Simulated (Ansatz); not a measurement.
An Ansatz (a first-principles code) run: a single point on ZnO with a change (biaxial strain +4.44 %, plane normal [001], relaxed out of plane), its geometry relaxed with PBEsol; HSE06 (Ansatz, PAW, no spin-orbit coupling).

Input:

Ansatz 0.2 input:
```yaml
crystal:
  lattice:
    - [3.3731537721, 0, 0]
    - [1.686576886, 2.9212368575, 0]
    - [0, 0, 4.955028185]
  atoms:
    - { symbol: Zn, position: [0.6666666667, 0.6666666667, 0.014646272] }
    - { symbol: Zn, position: [0.3333333333, 0.3333333333, 0.514646272] }
    - { symbol: O, position: [0.6666666667, 0.6666666667, 0.610553728] }
    - { symbol: O, position: [0.3333333333, 0.3333333333, 0.110553728] }
basis: { ecutwfc: 420, ecutrho_ratio: 4, xc_grid: 2, fft_grid_basis: typed }
kpoints: { mp_grid: { grid: [8, 8, 4] } }
hamiltonian:
  xc: hse06
  dispersion: none
  pseudopotentials: { kind: paw }
scf: { occupations: { method: fermi_dirac, width: 0.01 } }
output: { eigenvalues: true, eigenstates: { kpoints: [[0, 0, 0], [0, 0, 0.5], [0.5, 0.5, 0]] } }
```

Output (explanatory and most iteration lines left out):

```
Pseudopotential: Zn, paw, valence charge 12
Pseudopotential: O, paw, valence charge 6
Crystal: 4 atoms, lattice volume = 48.826 Å³
Basis set: ecut = 420 eV, 929 PW (Γ), exchange–correlation on 48×48×72 points (8 copies of the dense FFT grid, shifted against one another)
Bands: 22, of which v1, the nominal top of the filled ones, is band 18 counted from 1 (17 counted from 0)
Symmetry: 12 space group operations
Space group: P63mc (ITA 186), of the structure as read, at distance tolerance 3.7e-5 Å
k-points: 30 of 256 (time reversal used)
Functional: x = pbe(κ = 0.804, μ = 0.2195149727645171), c = pbe(β = 0.06672455060314922), warm-up for x = pbe(κ = 0.804, μ = 0.2195149727645171) + 0.25 (exact …
SCF iter   1: F=—  HF=-7773.620240 eV  |F-HF|=—  |Δ(HF+E_count)|=         —  Δρ=2.50e-3  dr2=1.78e-3  ethr=1.77e-3  ⟨swp⟩=8.1  Hψ=3054  notcnv=0
SCF iter   2: F=—  HF=-7773.620091 eV  |F-HF|=—  |Δ(HF+E_count)|=   1.49e-4  Δρ=1.64e-3  dr2=8.36e-4  ethr=4.94e-6  ⟨swp⟩=5.1  Hψ=2564  notcnv=0  defer=3
SCF 1 stopped early in 3 iterations: F = -7773.619813 eV  dr2 = 2.13e-5
Crystal: 4 atoms, lattice volume = 48.826 Å³
Functional: x = pbe(κ = 0.804, μ = 0.2195149727645171) + 0.25 (exact − pbe) at short range (hse, ω = 0.20786987370883472 Å⁻¹), c = pbe(β = 0.06672455060314922); HSE06 as pw.x's `hse` composes it (authors' and Libxc's form: `xc: wpbeh`)
SCF iter   1: F=—  HF=-7773.360317 eV  |F-HF|=—  |Δ(HF+E_count)|=         —  Δρ=2.61e-2  dr2=1.81e-1  ethr=5.93e-7  ⟨swp⟩=8.5  Hψ=3581  notcnv=0
SCF iter   2: F=—  HF=-7773.303141 eV  |F-HF|=—  |Δ(HF+E_count)|=   5.72e-2  Δρ=4.60e-3  dr2=7.43e-3  ethr=5.93e-7  ⟨swp⟩=5.0  Hψ=3096  notcnv=0
SCF 2 stopped early in 7 iterations: F = -7773.320084 eV  dr2 = 1.22e-5
Crystal: 4 atoms, lattice volume = 48.826 Å³
SCF iter   1: F=—  HF=-7773.318744 eV  |F-HF|=—  |Δ(HF+E_count)|=         —  Δρ=1.75e-4  dr2=9.88e-6  ethr=1.32e-6  ⟨swp⟩=3.7  Hψ=1457  notcnv=0
SCF iter   2: F=—  HF=-7773.318746 eV  |F-HF|=—  |Δ(HF+E_count)|=   1.18e-6  Δρ=2.66e-5  dr2=3.92e-7  ethr=2.73e-10  ⟨swp⟩=2.6  Hψ=3298  notcnv=0  defer=16
SCF 3 converged in 4 iterations: F = -7773.318747 eV  dr2 = 4.82e-9
Free energy (F): -7773.318747 eV
Internal energy: -7773.318747 eV  (E = F + TS)
E sigma→0 (E₀):  -7773.318747 eV
Fermi energy:    6.775399 eV
```

Single points use the geometry relaxed with PBEsol. No phonon test of stability was made. The cell was made from ZnO in the wurtzite structure (space group P6_3mc, No. 186) by this change: biaxial strain +4.44 %, plane normal [001], relaxed out of plane.
